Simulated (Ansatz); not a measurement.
Consider La₂O₃ (space group P-3m1, No. 164).

```xyz
5
Lattice="3.9404 0.0000 0.0000 -1.9702 3.4125 0.0000 0.0000 0.0000 6.1880" Properties=species:S:1:pos:R:3 pbc="T T T"
La     0.0000     2.2750     1.5308
La     1.9702     1.1375     4.6572
O      0.0000     0.0000     0.0000
O      0.0000     2.2750     3.9930
O      1.9702     1.1375     2.1949
```

Computed with DFT with PBE, PAW potentials and a 420 eV plane-wave cutoff in Ansatz (a first-principles code), no spin-orbit coupling.

Carriers are added at fixed cell with a uniform background; the Fermi–Dirac width is that of 300 K.

One change was made to it. Results:

| quantity | base | after |
|---|---|---|
| gap between the host's bands | 3.83 eV | 3.94 eV |
| gap character | indirect, L → M | indirect, H–A (29 % along) → M |
| Fermi level relative to the doped band's edge (positive inside the band; to 0.05 eV) | – | +0.05 eV |

Question: Name the change that was made.
A) electrons 3.0×10^21 cm⁻³
B) electrons 5.0×10^21 cm⁻³
C) holes 2.0×10^21 cm⁻³
D) electrons 2.0×10^21 cm⁻³
E) electrons 7.0×10^21 cm⁻³

Answer: C, holes 2.0×10^21 cm⁻³. For comparison, the gap between the host's bands in the other runs: electrons 3.0×10^21 cm⁻³ gives 3.83 eV; electrons 2.0×10^21 cm⁻³ gives 3.83 eV; electrons 7.0×10^21 cm⁻³ gives 3.78 eV; electrons 5.0×10^21 cm⁻³ gives 3.80 eV.

Carriers are added with a uniform compensating background; total energy and stress of such cells depend on the potential's zero and are not compared; many-body gap narrowing is missing at this level. No phonon test of stability was made.
